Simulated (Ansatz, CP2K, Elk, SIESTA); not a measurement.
**Code comparison for CrClO (Pmmn, 6 atoms in the cell)**

Self-consistent single point.

```yaml
crystal:
  lattice:
    - [3.14861, 0.00000, 0.00000]
    - [0.00000, 3.81630, 0.00000]
    - [0.00000, 0.00000, 7.84908]
  atoms:
    - { symbol: Cr, position: [0.00000, 0.00000, 0.10604], spin: 3.0 }
    - { symbol: Cr, position: [0.50000, 0.50000, 0.89396], spin: 3.0 }
    - { symbol: Cl, position: [0.00000, 0.50000, 0.68142] }
    - { symbol: Cl, position: [0.50000, 0.00000, 0.31858] }
    - { symbol: O, position: [0.50000, 0.00000, 0.94782] }
    - { symbol: O, position: [0.00000, 0.50000, 0.05218] }
```
(The spins are starting values, not results.)

Shared settings, as Ansatz (a quantum-chemistry and plane-wave program) writes them: kpoints.mp_grid.grid = 5 4 2; scf.occupations.method = fermi_dirac; scf.occupations.width = 0.01 eV. Potentials and cutoffs stand in the table.

```json
[
 {"code": "Elk", "model": "PBEsol, all-electron FP-LAPW, Elk's shipped species files, default APW+lo basis", "pressure (GPa)": "–", "largest force (eV/Å)": "–", "gap on the mesh (eV)": "0.684", "size of the net moment (μB/atom)": "1.00", "cutoff": "rgkmax 7"},
 {"code": "CP2K", "model": "PBEsol, GPW, DZVP-MOLOPT-SR-GTH basis, GTH-PBE potentials (GTH_POTENTIALS)", "pressure (GPa)": "2.75", "largest force (eV/Å)": "0.206", "gap on the mesh (eV)": "0.753", "size of the net moment (μB/atom)": "1.00", "cutoff": "grid 600 Ry"},
 {"code": "Ansatz", "model": "PBEsol, PAW files made with PBE", "pressure (GPa)": "1.81", "largest force (eV/Å)": "0.151", "gap on the mesh (eV)": "0.678", "size of the net moment (μB/atom)": "1.00", "cutoff": "420 eV"},
 {"code": "SIESTA", "model": "GGA PBEsol, numerical atomic orbitals DZP, PseudoDojo PBEsol standard norm-conserving potentials (rewritten from UPF to PSML)", "pressure (GPa)": "0.27", "largest force (eV/Å)": "0.311", "gap on the mesh (eV)": "0.564", "size of the net moment (μB/atom)": "1.00", "cutoff": "grid 350 Ry"}
]
```

Size of the force on each atom (eV/Å): Sizes of forces hide their directions.

| code | Cr1 | Cr2 | Cl3 | Cl4 | O5 | O6 |
|---|---|---|---|---|---|---|
| CP2K | 0.205 | 0.205 | 0.206 | 0.206 | 0.065 | 0.065 |
| Ansatz | 0.103 | 0.103 | 0.151 | 0.151 | 0.067 | 0.067 |
| SIESTA | 0.021 | 0.021 | 0.311 | 0.311 | 0.000 | 0.000 |

A dash marks a value that a program does not give, or that is left out as unsure.

Gaps are read on the mesh.

On Ansatz's run: the magnetic order is the one reached from the typed start; others were not searched systematically.

The spread over the programs that give each value: pressure within 2.48 GPa; largest force within 0.160 eV/Å; gap on the mesh within 0.189 eV; size of the net moment within 0.00 μB/atom.

CP2K and SIESTA use small atom-centred bases, whose incompleteness enters pressures, forces and empty levels differently from a plane-wave cutoff. Elk treats all electrons, but the usual bases taken here (sphere radii, linearisation, local orbitals, empty states) were not tested for convergence, so the values are no reference for the others. Ansatz's pressure is given at a fixed set of plane waves, as the other plane-wave codes print theirs; with its correction for the finite basis it is 2.01 GPa (the shift of 0.20 GPa shows how far the cutoff is from converged).

The starting cell comes from a database of computed structures (which also holds hypothetical and non-ambient phases and stackings), without a prior relaxation at this level. Its lattice was rescaled by a random factor within 2.5 % of one.

Keys are those of Ansatz 0.2.
